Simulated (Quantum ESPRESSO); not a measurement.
Equation of state of rock-salt TiC (space group 225): energy against volume (Quantum ESPRESSO, PBE)

```
TiC
1.0
    0.00000     2.12650     2.12650
    2.12650     0.00000     2.12650
    2.12650     2.12650     0.00000
Ti C
1 1
Cartesian
  0.00000   0.00000   0.00000
  2.12650   2.12650   2.12650
```

Method of the run: PBE, PSlibrary PAW (PBE) pseudopotentials (plane waves; Quantum ESPRESSO). Settings: ecutwfc = 78 Ry; ecutrho = 858 Ry; occupations = smearing; smearing = fermi-dirac; degauss = 0.0036749 Ry; potentials = {Ti: Ti.pbe-spn-kjpaw_psl.1.0.0.UPF, C: C.pbe-n-kjpaw_psl.1.0.0.UPF}; K_POINTS = automatic 23 23 23 0 0 0; conv_thr = 1e-10 Ry; mixing_beta = 0.3. The cell above is the first row's. The rows scale it uniformly. In all rows fractional positions and the k mesh are held. E is the free energy at the stated smearing, counted from the lowest row.

```csv
V (Å^3/atom),E (meV/atom)
9.616,?
9.825,12.31
10.034,2.52
10.243,0.00
10.452,4.06
10.661,14.04
10.870,29.37
11.079,49.52
11.288,74.02
```

Taking the third-order Birch-Murnaghan form, a cubic in V^(-2/3) for E over the 8 complete rows: With u = V^(-2/3) - 0.208, the rows have u = 0.009994, 0.006957, 0.004022, 0.001187, -0.001556, -0.004211, -0.006782, -0.009274. Least squares gives E = 7.649 - 3493.15·u + 395609·u² + 60084·u³. Residuals (row less fit): -0.002, 0.005, -0.003, 0.000, -0.002, 0.001, 0.003, -0.002; standard error 0.004 (degrees of freedom: 4). Its minimum lies at u = 0.004410, so V0 = (0.212410)^(-3/2) = 10.21. There d²E/du² = 792800 and d³E/du³ = 360500, so B0 = (4/9) × 10.21^(-7/3) × 792800 × 0.160218 = 249 GPa (the last factor turns the table's units into GPa), and B0' = 4 + (2/3) × 0.212410 × (360500)/792800 = 4.1. The program's pressures in the fitted runs (not shown) pass through zero at V = 10.21, 0.08 % from this V0.

### Question
What does the fit predict for E at V = 9.616, and how far is the calculated value from it?

### Answer
u = 0.013142, so E = 7.649 - 3493.15 × 0.013142 + 395609 × 0.013142² + 60084 × 0.013142³ = 30.205 meV/atom. The calculation gives 30.19 meV/atom, 0.015 meV/atom below the prediction (under 0.05 % of the range of E in the table). The row lies outside the fitted rows, so this is an extrapolation. From the scatter of the fitted rows alone, a prediction at this place has a standard error of 0.011 meV/atom, so the miss is 1.4 times that.

Carrying the step between the two nearest rows on in a straight line would have given 22.10, off by 8.09; series whose last step already gives the withheld value aren't shown. The scan was laid around a cell of about the measured size, scaled by a guess for this functional. The runs keep the symmetry of the cell, so they don't test it for distortions. Spin polarisation is off. Cutoffs and mesh are single choices, not tested for convergence of this quantity. Series with a scatter that would blur these digits, or in which a gap closes, are not shown. Nor are scans whose minimum lies at an end fitted in this form.
